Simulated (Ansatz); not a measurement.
F on the 1x1 (111) surface of fcc Ag, one in a 2x1 cell, energies for each (14.9 Å²). Energies are against ½ F2(g), without zero-point or thermal terms; each row is named by its start.

These are PBE (plane waves to 420 eV, PAW; Ansatz, an electronic-structure program) values and carry that method's errors.

Model: 9-atom slab, 7.1 Å thick at the start under the adsorbate (thin: gaps and levels are the slab's own), 6x12x1 mesh, Fermi-Dirac 0.1 eV, dipole correction, 4 atoms held, the rest relaxed; each run with such symmetry as its start has; no spin, no spin-orbit, no U, no dispersion correction.

A negative adsorption energy means that the adsorbate is more stable on the surface than in its reference. Starts that drift may end in the same place. Heights count from the host atoms within 0.3 Å of the top one.

```json
[
 {"starting site": "top Ag", "E_ads (eV)": "-1.52", "height (Å)": "1.88", "nearest host atom (Å)": "Ag 2.01", "bonded to": "Ag", "Δ work function (eV)": "3.92", "lateral drift (Å)": "0.0"},
 {"starting site": "hollow Ag-Ag-Ag over Ag at depth 2.4 Å", "E_ads (eV)": "-2.20", "height (Å)": "1.50", "nearest host atom (Å)": "Ag 2.21", "bonded to": "3 Ag", "Δ work function (eV)": "2.62", "lateral drift (Å)": "0.1"},
 {"starting site": "hollow Ag-Ag-Ag over Ag at depth 4.7 Å", "E_ads (eV)": "-2.24", "height (Å)": "1.48", "nearest host atom (Å)": "Ag 2.21", "bonded to": "3 Ag", "Δ work function (eV)": "2.51", "lateral drift (Å)": "0.1"},
 {"starting site": "bridge Ag-Ag (span 2.9 Å)", "E_ads (eV)": "-2.24", "height (Å)": "1.48", "nearest host atom (Å)": "Ag 2.20", "bonded to": "3 Ag", "Δ work function (eV)": "2.50", "lateral drift (Å)": "1.0"}
]
```
